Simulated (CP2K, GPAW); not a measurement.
A GPAW input for a self-consistent single point of KAu5 (P6/mmm, 6 atoms in the cell) (DFT PBEsol, plane waves, GPAW PAW datasets PBEsol (made by gpaw-setup)):

```python
from ase import Atoms
from ase.units import GPa
from gpaw import GPAW

atoms = Atoms(['K', 'Au', 'Au', 'Au', 'Au', 'Au'],
              cell=[[5.638806, 0.000000, 0.000000],
                    [-2.819403, 4.883349, 0.000000],
                    [0.000000, 0.000000, 4.445922]],
              scaled_positions=[[0.000000, 0.000000, 0.000000],
                                [0.666667, 0.333333, 0.000000],
                                [0.333333, 0.666667, 0.000000],
                                [0.500000, 0.000000, 0.500000],
                                [0.500000, 0.500000, 0.500000],
                                [0.000000, 0.500000, 0.500000]],
              pbc=True)

calc = GPAW(mode={'name': 'pw', 'ecut': 550},
            xc='PBEsol',
            kpts={'size': (6, 6, 6), 'gamma': True},
            occupations={'name': 'methfessel-paxton', 'width': 0.1, 'order': 0},
            nbands=-12,
            symmetry={'symmorphic': False, 'tolerance': 0.0005},
            maxiter=150)

atoms.calc = calc

energy = atoms.get_potential_energy()
print('Energy (eV):', round(energy, 6))
forces = atoms.get_forces()
print('Forces (eV/Ang):')
print(forces.round(5))
stress = atoms.get_stress()
print('Stress (GPa, Voigt):', (stress / GPa).round(4))
```

Q: Give the CP2K input for the same structure, mesh, smearing and functional.

A: This is the input that was run; spellings and numerical settings could be chosen otherwise.

```
&GLOBAL
  PROJECT bulk
  RUN_TYPE ENERGY_FORCE
  PRINT_LEVEL LOW
&END GLOBAL
&FORCE_EVAL
  METHOD Quickstep
  STRESS_TENSOR ANALYTICAL
  &DFT
    BASIS_SET_FILE_NAME BASIS_MOLOPT
    POTENTIAL_FILE_NAME GTH_POTENTIALS
    &QS
      METHOD GPW
      EPS_DEFAULT 1E-11
    &END QS
    &MGRID
      CUTOFF 500
      REL_CUTOFF 50
      NGRIDS 5
    &END MGRID
    &SCF
      SCF_GUESS ATOMIC
      EPS_SCF 1E-7
      MAX_SCF 100
      ADDED_MOS 11
      &DIAGONALIZATION
        ALGORITHM STANDARD
      &END DIAGONALIZATION
      &MIXING
        METHOD BROYDEN_MIXING
        ALPHA 0.2
        NBUFFER 12
        BETA 1.5
      &END MIXING
      &SMEAR ON
        METHOD GAUSSIAN
        SIGMA [eV] 0.1
      &END SMEAR
    &END SCF
    &KPOINTS
      SCHEME MONKHORST-PACK 6 6 6
      GAMMA_CENTERED T
    &END KPOINTS
    &XC
      &XC_FUNCTIONAL
        &PBE
          PARAMETRIZATION PBESOL
        &END PBE
      &END XC_FUNCTIONAL
    &END XC
    &PRINT
      &MO
        EIGENVALUES T
        OCCUPATION_NUMBERS T
        NDIGITS 8
        FILENAME mo
        &EACH
          QS_SCF 0
        &END EACH
        ADD_LAST NUMERIC
      &END MO
      &MULLIKEN OFF
      &END MULLIKEN
    &END PRINT
  &END DFT
  &SUBSYS
    &CELL
      ABC 5.63880600 5.63880579 4.44592200
      ALPHA_BETA_GAMMA 90.00000000 90.00000000 120.00000123
      PERIODIC XYZ
    &END CELL
    &COORD
      SCALED
      K        0.00000000     0.00000000     0.00000000
      Au       0.66666700     0.33333300     0.00000000
      Au       0.33333300     0.66666700     0.00000000
      Au       0.50000000     0.00000000     0.50000000
      Au       0.50000000     0.50000000     0.50000000
      Au       0.00000000     0.50000000     0.50000000
    &END COORD
    &KIND K
      BASIS_SET DZVP-MOLOPT-SR-GTH
      POTENTIAL GTH-PBE-q9
    &END KIND
    &KIND Au
      BASIS_SET DZVP-MOLOPT-SR-GTH
      POTENTIAL GTH-PBE-q11
    &END KIND
  &END SUBSYS
  &PRINT
    &FORCES ON
    &END FORCES
    &STRESS_TENSOR ON
    &END STRESS_TENSOR
  &END PRINT
&END FORCE_EVAL
```

Basis, cutoffs, solver keys and any potentials are the target program's own. This input uses DFT PBEsol, GPW, DZVP-MOLOPT-SR-GTH basis, GTH-PBE potentials (GTH_POTENTIALS). Both were run: pressure 3.95 GPa in GPAW and 7.89 in CP2K.

On CP2K: the starting cell comes from a database of computed structures (which also holds hypothetical and non-ambient phases and stackings), without a prior relaxation at this level. Its lattice was rescaled by a random factor within 2.5 % of one. Values carry the incompleteness of an atom-centred basis. The potentials were made for another functional than the one used. With a pressure of about 8 GPa the cell is away from its equilibrium volume at this level.

On GPAW: the starting cell comes from a database of computed structures (which also holds hypothetical and non-ambient phases and stackings), without a prior relaxation at this level. Its lattice was rescaled by a random factor within 2.5 % of one. With a pressure of about 4 GPa the cell is away from its equilibrium volume at this level.
